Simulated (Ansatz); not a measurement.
The parent structure is Si in the diamond structure (space group Fd-3m, No. 227; a = 5.4021 Å). Axes: x, y, z lie along the cube axes.

Calculations: LDA (Ansatz, a first-principles code), no SOC.

Base values:

| Property | Value |
|---|---|
| Band gap | 0.45 eV |
| Pressure | -0.1 kbar |

The change: the cell is stretched by 2.00 % along z with no lateral relaxation, atoms relaxed at fixed cell.

Problem. Predict the new band gap.

Solution. The band gap drops by 0.07 eV (0.45 eV → 0.38 eV).

Problem. How does this affect the pressure?

Solution. The pressure (mean of the normal stresses, compression positive) decreases by 18.4 kbar (-0.1 kbar → -18.5 kbar).

The cells carry an imposed strain or load. Whether these cells are dynamically stable was not tested.
